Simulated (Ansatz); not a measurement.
## Ga2O3, response to strain

Start from Ga₂O₃ in the corundum structure (space group R-3c, No. 167; a = 5.000 Å, c = 13.449 Å (hexagonal axes)). Axes: x lies along a and z along c of the hexagonal cell.

Strains are applied to the cell and any free atomic positions relax; under biaxial strain the out-of-plane vector relaxes too.

All numbers come from DFT with PBEsol, PAW potentials and a 420 eV plane-wave cutoff in Ansatz (a first-principles code), no SOC.

```tsv
biaxial strain, plane normal [001], relaxed out of plane (%)	out-of-plane strain (%)
-3	2.38
-2.25	?
-1.5	1.16
-0.75	0.57
0	0.00
```

### Question
Fit ε⊥ = −νε + γε² (strains in %) to the rows shown and predict the withheld row.

### Answer
Least squares on the printed values gives ν = 0.75 (the biaxial Poisson response) and γ = 0.014 (largest residual 0.00 %); this predicts 1.76 %, and the run gives 1.76 %, in agreement.

Stability against distortions was not tested.
